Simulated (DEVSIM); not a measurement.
System: Cr/La2O3/n-Si capacitor, at 400 K.

```
layer (left to right)  material  thickness (nm)  Nd (cm⁻³)
---------------------  --------  --------------  ---------
1                         La2O3            2.90          -
2                            Si            1800       1e17
```

Metal gate on the left, work function 4.5 eV. Fixed charge at the semiconductor interface -6.2e10 cm⁻² (in units of +e); no interface traps.

The device is made up for the run: typed textbook-type constants, with dimensions and the other settings drawn at random. Values at 300 K; Nc and Nv go as T^1.5, mobilities as T to minus their exponent, the gap by Varshni's rule with the affinity fixed.

| parameter | La2O3 | Si |
|---|---|---|
| gap (eV) | 5.8 | 1.124 |
| affinity (eV) | 1.8 | 4.05 |
| permittivity | 27 | 11.7 |
| Nc (cm⁻³) | - | 2.86e19 |
| Nv (cm⁻³) | - | 3.1e19 |
| Varshni α (eV/K) | - | 0.000473 |
| Varshni β (K) | - | 636 |

DEVSIM, 1D Poisson equation in equilibrium, Boltzmann statistics, complete ionisation; no quantum confinement or tunnelling. Metal contacts follow the ideal Schottky-Mott rule: no Fermi-level pinning, no interface dipoles.

### Question
Give the band bending (positive: bands bend down) and minority sheet density.

### Answer

```json
[
 {"Vg (V)": "-0.7", "ψs (V)": "-0.868", "minority carriers (cm⁻²)": "2.7e12"},
 {"Vg (V)": "-0.4", "ψs (V)": "-0.624", "minority carriers (cm⁻²)": "6.2e9"},
 {"Vg (V)": "-0.1", "ψs (V)": "-0.329", "minority carriers (cm⁻²)": "< 1e8"},
 {"Vg (V)": "0.2", "ψs (V)": "-0.039", "minority carriers (cm⁻²)": "< 1e8"},
 {"Vg (V)": "0.5", "ψs (V)": "0.192", "minority carriers (cm⁻²)": "< 1e8"}
]
```
